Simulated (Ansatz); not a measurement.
For LiAu3 (I4/mmm), PBEsol, DFPT electron-phonon coupling, linearised Boltzmann equation run with Ansatz (a program for electronic structure) gives a transport coupling λ_tr = 0.191 and a Drude plasma energy ħω_p = 6.19 eV along x (a = (-1.97, 1.97, 4.12) Å; b = (1.97, -1.97, 4.12) Å; c = (1.97, 1.97, -4.12) Å).

Task: Estimate the resistivity at 300 K from the high-temperature formula ρ = 2π λ_tr k_B T / (ħ ε₀ ω_p²), and say how the full Boltzmann solution compares.

Result: The scattering rate is 1/τ = 2π λ_tr k_B T/ħ = 4.71e13 s⁻¹ and ω_p = 9.40e15 s⁻¹, so ρ ≈ 6.02 μΩ·cm. The Boltzmann solution gives 5.81 μΩ·cm, 0.96 times the estimate.

A metal at this level (no band gap). Only scattering by harmonic phonons is included (no impurities, grain boundaries, electron-electron scattering or thermal expansion). Spin-orbit coupling is left out, which matters with elements this heavy. Halving the electron mesh (20x20x20) moves the resistivity by up to 11 % at 300 K, the coupling by up to 4 %. Smearing 0.20 eV; phonons on a 5x5x5 q mesh, which this run doesn't test.

Computed structure with no diffraction record at hand here (it may be known, metastable or hypothetical): LiAu3 (I4/mmm).
